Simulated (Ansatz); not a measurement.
Consider the energy of configuration A over configuration B. The value is E(A) − E(B).

Cell A: a slab of Pt (fcc, Fm-3m) cut along (111), 14 atoms, hexagonal cell of 4.86 Å (20.5 Å²), symmetry P31m, 9.5 Å thick under 16 Å of vacuum, in-plane vectors held at the crystal's; planes from bottom to top: Pt3 × 4 | C | O, its two faces unlike (dipole correction applied); added, foreign or displaced atoms, above the top plane: CO bound through C to 3 Pt at 2.11 Å; spin state with PBE: run without spin, k-point mesh 11×11×1.
```xyz
14
Lattice="4.8645 0.0000 0.0000 2.4322 4.2128 0.0000 0.0000 0.0000 25.4306" Properties=species:S:1:pos:R:3 pbc="T T T"
Pt    -0.0058     0.0000     7.9735
Pt     1.6215     0.0000    10.2613
Pt     0.8080     1.4090    12.5641
Pt    -0.0037     0.0000    14.9231
Pt     2.4352     1.4093     7.9735
Pt     4.0537     1.4043    10.2819
Pt     3.2402     2.8037    12.5641
Pt     2.4341     1.4074    14.9231
Pt     4.8674     2.8035     7.9735
Pt     1.6215     2.8085    10.2819
Pt     3.2485     0.0000    12.5641
Pt     4.8663     2.8053    14.9231
C      1.6215     0.0000    16.2709
O      1.6215     0.0000    17.4552
```

Cell B: a slab of Pt (fcc, Fm-3m) cut along (111), 14 atoms, hexagonal cell of 4.86 Å (20.5 Å²), symmetry P31m, 10.1 Å thick under 16 Å of vacuum, in-plane vectors held at the crystal's; planes from bottom to top: Pt3 × 4 | C | O, its two faces unlike (dipole correction applied); added, foreign or displaced atoms, above the top plane: CO bound through C to 1 Pt at 1.84 Å; spin state with PBE: run without spin, k-point mesh 11×11×1.
```
CELL_PARAMETERS angstrom
      4.86447     0.00000     0.00000
      2.43224     4.21276     0.00000
      0.00000     0.00000    25.92147
ATOMIC_POSITIONS crystal
  Pt 0.00000 0.00000 0.30647
  Pt 0.33078 0.00000 0.39654
  Pt 0.00000 0.32840 0.48458
  Pt 0.00000 0.00000 0.57957
  Pt 0.33333 0.33333 0.30798
  Pt 0.66922 0.33078 0.39654
  Pt 0.32840 0.67160 0.48458
  Pt 0.33333 0.33333 0.57120
  Pt 0.66667 0.66667 0.30798
  Pt 0.00000 0.66922 0.39654
  Pt 0.67160 0.00000 0.48458
  Pt 0.66667 0.66667 0.57120
  C  0.00000 0.00000 0.65067
  O  0.00000 0.00000 0.69509
```

Computed with Ansatz (plane waves, PAW), its PAW set soft_1, cutoff 420 eV, 500 eV for r2SCAN. The structures are at rest with PBE, within the held lattices; other levels are single points on them. Neutral cells; Fermi-Dirac smearing of at most 0.10 eV in the solids, energies taken to zero width. The lattices are those relaxed with PBE, so at other levels the solids can be strained, which adds to the spread. A dispersion term (D3(BJ), or D4 for r2SCAN) was computed beside these levels and is taken off wherever the name lacks it. Nuclei at rest; no vibrational terms. No structure search was made; lower ones may exist. The runs are scalar-relativistic, without spin-orbit coupling. Values are for these cell sizes. Cell A has symmetry P31m and got no random move, so less symmetric positions, which may lie lower, weren't tried. Cell B has symmetry P31m and got no random move, so less symmetric positions, which may lie lower, weren't tried.

Task: What is the computed value (r2SCAN)?

Result: -0.02 eV for A less B, too close to call.

Task: How does the value move with the functional?

Result: 
```json
[
 {"Level": "PBE", "value (eV)": "-0.05", "less r2SCAN": "-0.03"}
]
```

The levels span only 0.03 eV, too little to tell them apart.

Ansatz is an electronic-structure program.
